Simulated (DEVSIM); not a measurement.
System: InP p-i-n diode, at 300 K.

Layer 1 from the left is InP, thickness (μm) 0.640, Na (cm⁻³) 2.7e17, τn (s) 2.1e-8, τp (s) 2.1e-8. Layer 2 from the left is InP, thickness (μm) 0.420, Nd (cm⁻³) 7.7e11, τn (s) 2.1e-8, τp (s) 2.1e-8. Layer 3 from the left is InP, thickness (μm) 0.560, Nd (cm⁻³) 1.2e17, τn (s) 2.1e-8, τp (s) 6.3e-9.

Left contact: ohmic. Right contact: ohmic. Voltage is applied to the left contact. Recombination: SRH at mid-gap, radiative. Mobility is μmin + (μ − μmin)/(1 + (N/Nref)^α).

The device is made up for the run: typed textbook-type constants, with dimensions and the other settings drawn at random. Values at 300 K.

InP: gap (eV) 1.344, affinity (eV) 4.38, permittivity 12.5, Nc (cm⁻³) 5.7e17, Nv (cm⁻³) 1.1e19, μn (cm²/Vs) 5200, μp (cm²/Vs) 170, μn,min 400, μp,min 10, Nref,n 3e17, Nref,p 4.9e17, αn 0.47, αp 0.62, B (cm³/s) 1.2e-10.

Simulated with DEVSIM: 1D drift-diffusion, Boltzmann statistics, complete ionisation; no tunnelling, impact ionisation, image-force lowering or self-heating.

### Question
What does the simulation give for the dark forward voltage at 1 A/cm², the dark forward voltage at 100 A/cm², the potential step across the device at zero bias?

### Answer
dark forward voltage at 1 A/cm² 0.943 V; dark forward voltage at 100 A/cm² 1.065 V; potential step across the device at zero bias 1.208 V.
